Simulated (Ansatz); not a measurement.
A constructed model of the (111) surface of fcc Cu, a pseudomorphic layer of Pd in the other hollow (bottom of the slab: a bare face, its two planes held)

Calculation: PBE (plane waves to 420 eV, PAW; Ansatz, a first-principles code).

Set-up: 7 atoms, 12.9 Å thick at the start with caps and adatoms (thin: gaps and levels are the slab's own); mesh 17x17x1; 0.1 eV smearing; dipole correction on; 2 atoms held, the rest relaxed; held to the start's symmetry, so lower structures may exist; no spin, no spin-orbit, no U. In PBE it is, or lies within 0.01 eV a 1x1 cell of, the lowest of the 2 structures of its composition computed so far; subsurface sites and larger cells were not tried.

| Item | Value |
|---|---|
| work function of the top face | 5.15 eV |
| energy released by relaxation | 0.069 eV |
| cost | very roughly 4 core-minutes |
